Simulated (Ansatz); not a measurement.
Input:

```
NaI
1.0
    4.03976     0.00000     0.00000
    0.00000     4.09995     0.00000
    0.00000     0.00000     4.03976
Na I
1 1
Direct
  0.00000   0.00000   0.00000
  0.50000   0.50000   0.50000
```

No spin polarisation.

Calculations: r2SCAN/PAW in Ansatz (a quantum-chemistry and plane-wave program), no spin-orbit coupling. Settings: 8×8×8 k-points, 0.05 eV Fermi–Dirac smearing.

### Question
Predict the electron mass and stress.

### Answer
The electron mass is 0.26 mₑ along y, 0.27 mₑ across (at Γ) and the stress (xx, yy, zz, yz, xz, xy; compression positive) is (0.00, -0.75, 0.00, 0.00, 0.00, 0.00) GPa.

With I present, leaving out spin-orbit coupling can change the band edges. The levels and masses belong to the bands next to the band gap. The cells carry an imposed strain or load. Masses are band curvatures over ±0.01 Å⁻¹ around the edge. Stability against distortions was not tested. The cell was made from NaI in the CsCl type structure (space group Pm-3m, No. 221; a hypothetical phase, not in the database extracts checked) by this change: uniaxial strain ε_yy = +1.49 %.
